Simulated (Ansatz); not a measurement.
Base system: Al in the fcc (Cu type) structure (space group Fm-3m, No. 225; a = 3.984 Å; relaxed with 0.1 eV smearing).

All numbers come from Kohn–Sham DFT with the LDA functional, run in Ansatz (a quantum-chemistry and plane-wave program) with PAW and 420 eV plane waves, spin-orbit coupling left out.

Base values:

```
Item        Value
--------  -------
Pressure  0.0 GPa
```

Now apply this change: an isotropic linear strain of −1.50 %; the atoms relax in the strained cell.

Q: How does this affect the pressure?

A: The pressure goes from zero to 4.2 GPa.

Q: Estimate the effect on the energy relative to the base.

A: The energy goes up by 8.8 meV/atom.

Stability against distortions was not tested.
